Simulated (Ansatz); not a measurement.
A self-consistent single point of V₃Sn (Pmm2, 8 atoms in the cell) with Ansatz (a quantum-chemistry and plane-wave program).

Method of the run: PBEsol, default PAW files made with PBE (plane waves; Ansatz).

The change in words: lattice scaled by 0.98; kpoints.mp_grid.grid: 5 5 5 → 9 9 9. Reference geometry:
```yaml
crystal:
  lattice:
    - [4.96328, 0.00000, 0.00000]
    - [0.00000, 4.96328, 0.00000]
    - [0.00000, 0.00000, 4.96328]
  atoms:
    - { symbol: V, position: [0.50000, 0.25000, 0.00000] }
    - { symbol: V, position: [0.50000, 0.75000, 0.00000] }
    - { symbol: V, position: [0.26007, 0.00000, 0.50000] }
    - { symbol: V, position: [0.75000, 0.00000, 0.50000] }
    - { symbol: V, position: [0.00000, 0.50000, 0.25000] }
    - { symbol: V, position: [0.00000, 0.50000, 0.75000] }
    - { symbol: Sn, position: [0.50000, 0.50000, 0.50000] }
    - { symbol: Sn, position: [0.00000, 0.00000, 0.00000] }
```

Reference input (self-consistent single point, DFT, PBEsol, plane waves, default PAW files made with PBE): basis.ecutwfc = 420 eV; kpoints.mp_grid.grid = 5 5 5; hamiltonian.xc = pbesol; hamiltonian.pseudopotentials = {kind: paw} (the program's default PAW files); scf.occupations.method = gaussian; scf.occupations.width = 0.1 eV. This run's input differs from it in these lines:

Ansatz 0.2 input:
```diff
@@ -3,5 +3,5 @@
   lattice:
-    - [4.963283, 0.000000, 0.000000]
-    - [0.000000, 4.963283, 0.000000]
-    - [0.000000, 0.000000, 4.963283]
+    - [4.864017, 0.000000, 0.000000]
+    - [0.000000, 4.864017, 0.000000]
+    - [0.000000, 0.000000, 4.864017]
   atoms:
@@ -19,3 +19,3 @@
   mp_grid:
-    grid: [5, 5, 5]
+    grid: [9, 9, 9]
 hamiltonian:
```

The program printed (abridged):

```
SCF iter   1: F=—  HF=-29212.151842 eV  |F-HF|=—  |Δ(HF+E_count)|=         —  Δρ=1.05e-2  dr2=1.04e-1  ethr=1.77e-3  ⟨swp⟩=5.9  Hψ=27757  notcnv=0
all-band conjugate gradients solve this SCF's bands
preconditioner: auto → Kerker (q_TF=auto, 2.691 Å⁻¹)
SCF iter   2: F=—  HF=-29212.126500 eV  |F-HF|=—  |Δ(HF+E_count)|=   2.53e-2  Δρ=3.31e-3  dr2=1.14e-2  ethr=9.86e-5  ⟨swp⟩=2.0  Hψ=11735  notcnv=0  defer=552
   [... lines left out ...]
SCF iter   4: F=—  HF=-29212.123578 eV  |F-HF|=—  |Δ(HF+E_count)|=   3.58e-5  Δρ=1.53e-4  dr2=1.76e-5  ethr=3.58e-7  ⟨swp⟩=2.4  Hψ=11940  notcnv=0  defer=552
SCF iter   5: F=—  HF=-29212.123488 eV  |F-HF|=—  |Δ(HF+E_count)|=   9.04e-5  Δρ=6.07e-5  dr2=3.68e-6  ethr=1.66e-8  ⟨swp⟩=2.1  Hψ=10004  notcnv=0  defer=552
SCF iter   6: F=—  HF=-29212.123487 eV  |F-HF|=—  |Δ(HF+E_count)|=   1.19e-6  Δρ=1.23e-5  dr2=1.80e-7  ethr=3.47e-9  ⟨swp⟩=2.8  Hψ=13631  notcnv=0  defer=552
SCF iter   7: F=-29212.123487 eV  HF=-29212.123487 eV  |F-HF|=2.04e-8  |Δ(HF+E_count)|=   5.38e-9  Δρ=4.35e-6  dr2=2.47e-8  ethr=9.43e-11  ⟨swp⟩=9.5  Hψ=30784  notcnv=0
SCF 1 converged in 7 iterations: F = -29212.123487 eV  dr2 = 2.47e-8
Free energy (F): -29212.123487 eV
Internal energy: -29212.054311 eV  (E = F + TS)
E sigma→0 (E₀):  -29212.088899 eV
Entropy (-TS):   -0.069176 eV (-8.647 meV/atom)
Fermi energy:    16.976781 eV
--- Forces (eV/Å), atoms counted from 1 ---
  atom   1  V      0.04243477    -0.00170435     0.00000000
  atom   2  V      0.04243477     0.00170435     0.00000000
  atom   3  V     -0.33190510     0.00000000     0.00000000
  atom   4  V      0.03672356     0.00000000     0.00000000
  atom   5  V      0.04542187     0.00000000    -0.00108522
  atom   6  V      0.04542187     0.00000000     0.00108522
  atom   7  Sn     0.06161404     0.00000000     0.00000000
  atom   8  Sn     0.05786858     0.00000000     0.00000000
--- Stress (GPa, compression-positive) ---
        4.163681       0.000000       0.000000
        0.000000       5.024874       0.000000
        0.000000       0.000000       3.294426
  P = ⅓ Tr σ = 4.1610 GPa (41.610 kbar)
  The stress holds the Pulay correction. Without it, at fixed plane waves, as pw.x and ABINIT print it: P = 4.0675 GPa
```

The run converged in 7 iterations. Against the reference run the free energy drops by 8.9 meV/atom, the pressure goes from -6.24 to 4.16 GPa and the largest force goes from 0.241 to 0.332 eV/Å.

The starting cell comes from a database of computed structures (which also holds hypothetical and non-ambient phases and stackings), without a prior relaxation at this level. Its lattice was rescaled by up to half a per cent. One atom was moved a little off its site on purpose. For this run, on top of that: lattice scaled by 0.98. Spin polarisation is off. With a pressure of about 4 GPa the cell is away from its equilibrium volume at this level. Ansatz's pressure includes its estimate of the finite-basis (Pulay) stress.

Cost on one core of a shared machine: roughly 2 min.
